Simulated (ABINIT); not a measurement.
```
CELL_PARAMETERS angstrom
      0.00000     2.94954     2.94954
      2.94954     0.00000     2.94954
      2.94954     2.94954     0.00000
ATOMIC_POSITIONS crystal
  Al 0.25000 0.25000 0.25000
  Al 0.75000 0.75000 0.75000
  Pd 0.00000 0.00000 0.00000
```

Computed with LDA (PW92), PAW (JTH v2.0 LDA PAW) (plane waves; ABINIT).

The set-up and first iterations of an ABINIT log for Al2Pd (Fm-3m, 3 atoms in the cell):

```
 Symmetries : space group Fm -3 m (#225); Bravais cF (face-center cubic)

 -outvars: echo values of preprocessed input variables --------
            acell      7.8825624266E+00  7.8825624266E+00  7.8825624266E+00 Bohr
             ecut      2.40000000E+01 Hartree
           enunit           1
              ixc           7
         kptrlatt        7    0    0      0    7    0      0    0    7
          kptrlen      5.51779370E+01
            natom           3
            nband          17
            ngfft          36      36      36
          ngfftdg          50      50      50
             nkpt          20
            nstep          60
             nsym          48
           ntypat           2
           occopt           7
        pawecutdg      4.80000000E+01 Hartree
         pawxcdev           0
            rprim      0.0000000000E+00  7.0710678120E-01  7.0710678120E-01
   [... lines left out ...]
                       0.0000000000E+00  0.0000000000E+00  0.0000000000E+00
            znucl       13.00000   46.00000

== DATASET  1 ==================================================================

 Exchange-correlation functional for the present dataset will be:
  LDA: Perdew-Wang 92 LSD fit to Ceperley-Alder data - ixc=7
 Citation for XC functional:
  J.P.Perdew and Y.Wang, PRB 45, 13244 (1992)

 Real(R)+Recip(G) space primitive vectors, cartesian coordinates (Bohr,Bohr^-1):
 R(1)=  0.0000000  5.5738133  5.5738133  G(1)= -0.0897052  0.0897052  0.0897052
 R(2)=  5.5738133  0.0000000  5.5738133  G(2)=  0.0897052 -0.0897052  0.0897052
 R(3)=  5.5738133  5.5738133  0.0000000  G(3)=  0.0897052  0.0897052 -0.0897052
 Unit cell volume ucvol=  3.4632772E+02 bohr^3
 Angles (23,13,12)=  6.00000000E+01  6.00000000E+01  6.00000000E+01 degrees

 Coarse grid specifications (used for wave-functions):

 getcut: wavevector=  0.0000  0.0000  0.0000  ngfft=  36  36  36
         ecut(hartree)=     24.000   => boxcut(ratio)=   2.07092

 Fine grid specifications (used for densities):

 getcut: wavevector=  0.0000  0.0000  0.0000  ngfft=  50  50  50
         ecut(hartree)=     48.000   => boxcut(ratio)=   2.03465

   8.54366500E+02                                ecore*ucvol(ha*bohr**3)

_setup2: Arith. and geom. avg. npw (full set) are    1944.778    1944.752
--- !BeginCycle
solver: {iscf: 17, nstep: 60, nline: 4, wfoptalg: 10, }
tolerances: {tolvrs: 1.00E-11, }
...

     iter   Etot(hartree)      deltaE(h)  residm     nres2
 ETOT  1  -127.21791950299    -1.272E+02 5.860E+01 9.958E+01
 ETOT  2  -133.69438285914    -6.476E+00 3.830E-02 8.822E+01
 ETOT  3  -133.41318712998     2.812E-01 8.102E-02 1.250E+01
 ETOT  4  -133.42906325271    -1.588E-02 3.220E-02 7.262E+00
 ETOT  5  -133.41326341401     1.580E-02 4.483E-03 2.016E+00
```

Problem. How does the run end?

Solution. The run converged in 27 iterations. Convergence of the loop says nothing yet on basis, mesh or lower states. It ends on: free energy E − TS -3630.24 eV; Fermi level (on the code's own zero) 8.66 eV; pressure -3.55 GPa. The log goes on:

```
   [... 18 lines left out ...]
 ETOT 24  -133.40880923363    -9.663E-13 4.056E-06 4.467E-11
 ETOT 25  -133.40880923363     1.421E-13 5.367E-06 1.969E-11
 ETOT 26  -133.40880923363    -3.695E-13 3.540E-06 1.941E-11
 ETOT 27  -133.40880923363    -2.103E-12 4.724E-06 3.490E-12
 At SCF step   27       nres2   =  3.49E-12 < tolvrs=  1.00E-11 =>converged.

 Cartesian components of stress tensor (hartree/bohr^3)
  sigma(1 1)=  1.20581811E-04  sigma(3 2)=  0.00000000E+00
  sigma(2 2)=  1.20581811E-04  sigma(3 1)=  0.00000000E+00
  sigma(3 3)=  1.20581811E-04  sigma(2 1)=  0.00000000E+00

 ----iterations are completed or convergence reached----

 reduced coordinates (array xred) for    3 atoms
       0.250000000000      0.250000000000      0.250000000000
       0.750000000000      0.750000000000      0.750000000000
       0.000000000000      0.000000000000      0.000000000000
 cartesian forces (eV/Angstrom) at end:
    1     -0.00000000000000    -0.00000000000000    -0.00000000000000
    2     -0.00000000000000    -0.00000000000000    -0.00000000000000
    3     -0.00000000000000    -0.00000000000000    -0.00000000000000
 frms,max,avg= 0.0000000E+00 0.0000000E+00   0.000E+00  0.000E+00  0.000E+00 e/A
   [... lines left out ...]
 Fermi (or HOMO) energy (eV) =   8.66181   Average Vxc (eV)= -10.34016
   [... lines left out ...]
local_psp           : -9.02103418647057E+01
internal            : -1.33407942476589E+02
'-kT*entropy'       : -8.65261917625645E-04
total_energy        : -1.33408807738506E+02
total_energy_eV     : -3.63023827767743E+03
...

-Cartesian components of stress tensor (GPa)         [Pressure= -3.5476E+00 GPa]
- sigma(1 1)=  3.54763878E+00  sigma(3 2)=  0.00000000E+00
- sigma(2 2)=  3.54763878E+00  sigma(3 1)=  0.00000000E+00
- sigma(3 3)=  3.54763878E+00  sigma(2 1)=  0.00000000E+00

 Calculation completed.
```

For comparison: a first run (DFT, PBEsol, plane waves, PAW (JTH v2.0 PBE PAW, files made for PBE)) was changed to give this one (pseudos: [Al.GGA_PBE-JTH.xml, Pd.GGA_PBE-JTH.xml] → [Al.LDA_PW-JTH.xml, Pd.LDA_PW-JTH.xml]; ixc: -116133 → 7; potentials: JTH v2.0 PBE PAW → JTH v2.0 LDA PAW), and from it to this one the pressure goes from -0.31 to -3.55 GPa.

The starting cell comes from a database of computed structures (which also holds hypothetical and non-ambient phases and stackings), without a prior relaxation at this level. Spin polarisation is off. With a pressure of about -4 GPa the cell is away from its equilibrium volume at this level.

The run was DFT, LDA (PW92), plane waves, PAW (JTH v2.0 LDA PAW). Main settings of its input:

* **pseudos**: [Al.LDA_PW-JTH.xml, Pd.LDA_PW-JTH.xml]
* **ecut**: 24 Ha
* **pawecutdg**: 48 Ha
* **pawxcdev**: 0
* **ixc**: 7
* **occopt**: 7
* **tsmear**: 0.136 eV
* **ngkpt**: 7 7 7
* **nshiftk**: 1
* **shiftk**: 0 0 0
* **potentials**: JTH v2.0 LDA PAW
* **nband**: 17
